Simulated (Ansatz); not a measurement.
The parent structure is GaN in the zinc blende structure (space group F-43m, No. 216; a = 4.498 Å). Axes: x, y, z lie along the cube axes.

All numbers come from plane-wave PAW DFT at the r2SCAN level (Ansatz, an electronic-structure program, 500 eV), no spin-orbit coupling.

Modification: uniaxial strain ε_zz = +2.50 %, all other strain components held at zero; the atoms relax in the strained cell.

### Question
Predict the stress tensor and what it implies for the stiffness.

### Answer
Stress of the strained cell less that of the base (GPa, compression positive):
```
  -3.48    0.00    0.00
   0.00   -3.48    0.00
   0.00    0.00   -6.96
```

Then −Δσ_ii/ε with ε = 0.0250 gives secant stiffness values (nonlinear terms included at this strain): C33 ≈ 279 GPa, C13 ≈ 139 GPa and C23 ≈ 139 GPa.

As a check, the harmonic strain energy −½ V₀ Δσ:ε is 6.2 meV/atom; the computed energy rise is 6.2 meV/atom.

Stability against distortions was not tested. This is not the structure that GaN has at room temperature and ambient pressure.
